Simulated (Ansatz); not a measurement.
Ansatz (a program for electronic structure), DFT, PBE, plane waves, its default PAW files: Al(100) slab of 6 layers, 2x2, N adatom, atoms displaced (Al24N), unrelaxed, 25 atoms. Basis and mesh were picked for this test and aren't claimed converged.

```yaml
cell: 5.73, 5.73, 31.73 Å; 90, 90, 90°
distance_to_the_nearest_atom: 2.04 to 2.83 Å
task: single point
k mesh: 4×4×1
hamiltonian.xc: pbe
kind_of_files: paw
scf.occupations.method: fermi_dirac
scf.occupations.width: 0.1 eV
scf.initial_density.chi_scale: 0.1
output.forces: true
binding of workers (--pin): off
k-point pools (--kpoint-pools): 1
memory maximum (--max-ram): 8GiB
accuracy: medium (default)
basis.precision: auto (default)
basis.xc_grid: 2 (default)
scf.eigensolver.kind: auto (default)
scf.convergence.dr2_threshold: 1e-07 (default)
scf.lower_state_search: light (default)
k-points after symmetry: 10
bands_at_the_start: 64
electrons: 77
plane waves at Γ: 20447
cutoff (eV): 420
FFT grid: 40×40×216
symmetry_operations: 1
```

Settings of this run: scf.mixing.algorithm = broyden, scf.mixing.preconditioner = kerker; 4 threads.

```
iteration  dr2 (eV)    Hψ
---------  --------  ----
1            2.52e3  4809
2            2.35e2  4775
3            4.47e2  3462
4            1.35e2  3095
5            4.52e1  2983
6            4.12e0  2412
7            3.35e1  1669
8            2.84e0  1348
9            2.92e0  1325
10           2.15e1  1426
11           5.86e0   746
12          7.27e-1   622
13          5.48e-1   840
14           1.92e0   685
…                 …     …
28          1.09e-2   888
29          9.55e-3   625
30          8.38e-3   612
31          5.27e-3   611
32          3.96e-3   614
33          2.53e-3   676
34          1.06e-3   676
35          3.16e-4   733
…                 …     …
48          1.20e-5   647
49          5.11e-6   810
50          3.05e-6   807
51          2.76e-6   835
52          8.41e-7   766
53          3.18e-7   824
54          1.57e-7   693
55          6.04e-8  4774
```

It converged after 55 SCF iterations (all cycles of the run, searches included).

**Question.** The cycle is slow. Which setting should be changed?

**Answer.** This is not unique; one that fits is scf.mixing.preconditioner = auto (default) (17 SCF iterations (all cycles of the run, searches included)), all else kept. The other changes of this size gave: scf.mixing.preconditioner = none (25); scf.mixing.algorithm = auto (default) (43). The first change moves the result by: energy under 0.001 meV/atom, forces (largest component) 0.062 meV/Å. Counts are of single runs.

Keys are those of Ansatz 0.2.
